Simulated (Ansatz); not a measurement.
System: Pd (model structure, started from the simple cubic type, Pm-3m, No. 221, 1 atom in the cell). Method: r²SCAN (Ansatz, a quantum-chemistry and plane-wave program, plane waves, PAW).

Settings: plane-wave cutoff 560 eV, 22×22×22 k mesh, Fermi–Dirac smearing 0.05 eV, scalar-relativistic PAW data made under PBE.

Cell (relaxed at this level):

```xyz
1
Lattice="2.5876 0.0000 0.0000 0.0000 2.5876 0.0000 0.0000 0.0000 2.5876" Properties=species:S:1:pos:R:3 pbc="T T T"
Pd     0.0000     0.0000     0.0000
```

### Question
Predict the bulk modulus B0.

### Answer

- bulk modulus B0: 137 GPa

The run finds no gap.

Note: the bulk modulus is −V dP/dV from two relaxed cells at ±2 % in volume; the relaxation could raise the start's symmetry but not lower it, so the cell can be a saddle point.

The computed numbers hold no vibrational or temperature effects.

A model structure was made by putting elements into a prototype or built by hand; it is no filed structure, need not be a known phase, and can be a saddle point held by its symmetry.
